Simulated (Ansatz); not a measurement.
By PBEsol, the system below comes out a metal.

Without scattering a metal conducts by its projected Fermi surface.

Input:

```
NiSi
1.0
    3.32130     0.00000     0.00000
    0.00000     5.56978     0.00000
    0.00000     0.00000     5.14154
Si Ni
4 4
Direct
  0.25000   0.41768   0.82109
  0.75000   0.58232   0.17891
  0.75000   0.91768   0.67891
  0.25000   0.08232   0.32109
  0.75000   0.31148   0.50795
  0.25000   0.68852   0.49205
  0.25000   0.81148   0.99205
  0.75000   0.18852   0.00795
```

The cell is taken as given; by PBEsol it stands under a pressure of -1.0 GPa.

The current flows along the normal of the first two printed cell vectors. No spin-orbit coupling; the value is a mean over 0.1 eV about the Fermi level.

Q: Predict the ballistic conductance per area from PBEsol (Ansatz, a first-principles code).

A: 0.66 × 10¹⁵ S/m² for both spins.
